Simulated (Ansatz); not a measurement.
## Convergence study of the plane-wave cutoff for CdInS₂ (P3m1, 4 atoms in the cell)

```yaml
crystal:
  lattice:
    - [3.88111, 0.00000, 0.00000]
    - [-1.94055, 3.36114, 0.00000]
    - [0.00000, 0.00000, 6.83096]
  atoms:
    - { symbol: Cd, position: [0.00000, 0.00000, 0.00732] }
    - { symbol: In, position: [0.00000, 0.00000, 0.50000] }
    - { symbol: S, position: [0.66667, 0.33333, 0.75505] }
    - { symbol: S, position: [0.33333, 0.66667, 0.24495] }
```

Method: LDA (PW92), default PAW files made with PBE (plane waves; Ansatz, a quantum-chemistry and plane-wave program).

Base settings: basis.ecutwfc = 30.9 Ry; kpoints.mp_grid.grid = 8 8 4; hamiltonian.xc = lda; hamiltonian.pseudopotentials = {kind: paw} (the program's default PAW files); scf.occupations.method = fermi_dirac; scf.occupations.width = 0.0073 Ry.

The second cell is the first with its lattice scaled by 0.98.

The mesh stays at the base's, so the ladder's end is converged at best in this setting alone.

The first pressure column holds Ansatz's estimate of the finite-basis (Pulay) stress, which hides part of the cutoff error; the other is without it.

Only quantities that move along the ladder and can be compared are tabulated.

The count of work is k-points × plane waves × bands × iterations; it is no time. 

The starting cell comes from a database of computed structures (which also holds hypothetical and non-ambient phases and stackings), without a prior relaxation at this level. Its lattice was rescaled by up to half a per cent. One atom was moved a little off its site on purpose. In the base run, with a pressure of about -6 GPa the cell is away from its equilibrium volume at this level.

Steps (basis.ecutwfc): 10.7 Ry; 12.5 Ry; 14 Ry; 15.4 Ry; 16.9 Ry; 18.4 Ry; 21.7 Ry; 24.6 Ry; 27.9 Ry; 30.9 Ry; 33.8 Ry; 37.1 Ry; 41.5 Ry; 46.3 Ry; 54 Ry; 61.7 Ry; 74.2 Ry.

Q: What is the coarsest basis.ecutwfc that holds the energy of the compressed cell less the first within 1 meV/atom of the last step, with all finer ones?

A: 18.4 Ry, at 0.13 of the last step's count of work; the step before is off by 3.3 meV/atom.

Q: What is the coarsest basis.ecutwfc that holds the forces within 0.005 eV/Å of the last step, with all finer ones?

A: 24.6 Ry, at 0.20 of the last step's count of work; the step before is off by 0.007 eV/Å.

Q: What is the coarsest basis.ecutwfc that holds the pressure without the Pulay estimate within 0.2 GPa of the last step, with all finer ones?

A: 27.9 Ry, at 0.24 of the last step's count of work; the step before is off by 0.72 GPa.

```tsv
basis.ecutwfc	free energy less the last step's (meV/atom)	energy of the compressed cell less the first (meV/atom)	pressure (GPa)	pressure without the Pulay estimate (GPa)	largest difference of a force vector from the last step's (eV/Å)	count of work / last
10.7 Ry	39501.51	-39.60	-17.35	-961.91	0.460	0.072
12.5 Ry	16803.75	-174.38	-5.89	-507.29	0.234	0.083
14 Ry	7769.01	-78.06	-8.58	-277.13	0.059	0.11
15.4 Ry	3698.65	-15.07	-4.64	-153.98	0.053	0.11
16.9 Ry	1595.70	-33.30	-5.91	-80.07	0.053	0.13
18.4 Ry	654.73	-36.92	-5.94	-41.32	0.024	0.13
21.7 Ry	74.04	-36.50	-6.14	-11.63	0.007	0.19
24.6 Ry	8.36	-36.43	-6.10	-6.84	0.002	0.20
27.9 Ry	1.75	-36.54	-6.11	-6.15	0.000	0.24
30.9 Ry	1.24	-36.58	-6.11	-6.13	0.000	0.27
33.8 Ry	0.89	-36.59	-6.11	-6.13	0.000	0.31
37.1 Ry	0.66	-36.59	-6.11	-6.12	0.000	0.35
41.5 Ry	0.43	-36.60	-6.12	-6.13	0.000	0.42
46.3 Ry	0.20	-36.59	-6.11	-6.12	0.000	0.49
54 Ry	0.08	-36.60	-6.12	-6.12	0.000	0.63
61.7 Ry	0.04	-36.60	-6.12	-6.12	0.000	0.76
74.2 Ry	0.00	-36.60	-6.12	-6.12	0.000	1.0
```

The energy difference between the two cells stays within 1 meV/atom of the last step's from 18.4 Ry on, the total only from 33.8 Ry on: much of the error is common to both cells and cancels.

At the lowest cutoff the pressure without the Pulay estimate lies 956 GPa under the last step's, the usual sign of Pulay stress in an incomplete plane-wave basis.

Keys are those of Ansatz 0.2.
